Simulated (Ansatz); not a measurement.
**BN, response to strain**

Consider BN in the wurtzite structure (space group P6_3mc, No. 186; a = 2.555 Å, c = 4.225 Å). Axes: x lies along a and z along c of the hexagonal cell.

Strains are applied to the cell and any free atomic positions relax.

Method: Ansatz (an electronic-structure program), PBE, PAW, cutoff 420 eV, spin-orbit coupling left out.

Notes on the quantities. energy relative to the base: free energy F; pressure: mean of the normal stresses, compression positive.

| change | width of the top valence band | energy relative to the base | pressure | volume per atom | smallest direct gap |
|---|---|---|---|---|---|
| base | 5.37 eV | 0 meV/atom | 0.00 GPa | 5.97 Å³ | 8.23 eV |
| uniaxial strain ε_zz = +0.60 % | 5.32 eV | +0.7 meV/atom | -2.20 GPa | 6.00 Å³ | 8.21 eV |
| uniaxial strain ε_zz = +1.20 % | 5.27 eV | +2.6 meV/atom | -4.28 GPa | 6.04 Å³ | 8.09 eV |
| uniaxial strain ε_zz = +1.80 % | 5.21 eV | +5.8 meV/atom | -6.27 GPa | 6.08 Å³ | 7.86 eV |
| uniaxial strain ε_zz = +2.40 % | 5.15 eV | +10 meV/atom | -8.15 GPa | 6.11 Å³ | 7.63 eV |
| uniaxial strain ε_zz = +3.00 % | 5.09 eV | +16 meV/atom | -9.93 GPa | 6.15 Å³ | 7.40 eV |

Whether these cells are dynamically stable was not tested.
